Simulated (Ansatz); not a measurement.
Base system: Pd in the fcc (Cu type) structure (space group Fm-3m, No. 225; a = 3.878 Å; relaxed with 0.1 eV smearing). Axes: x, y, z lie along the cube axes.

All numbers come from PBEsol (Ansatz, a quantum-chemistry and plane-wave program, PAW, scalar-relativistic without spin-orbit coupling).

Base values:

```
Item        Value
--------  -------
Pressure  0.0 GPa
```

It is then changed as follows: tensile biaxial strain of 2.00 % in the plane normal to [001], as in epitaxy on a mismatched substrate; the out-of-plane cell vector and the atoms relax.

Task: What does the calculation give for the out-of-plane strain and pressure after the change?

Result: The out-of-plane strain is -2.96 %; the pressure (mean of the normal stresses, compression positive) goes from zero to -1.8 GPa.

Stability against distortions was not tested. The final runs are not spin-polarised.
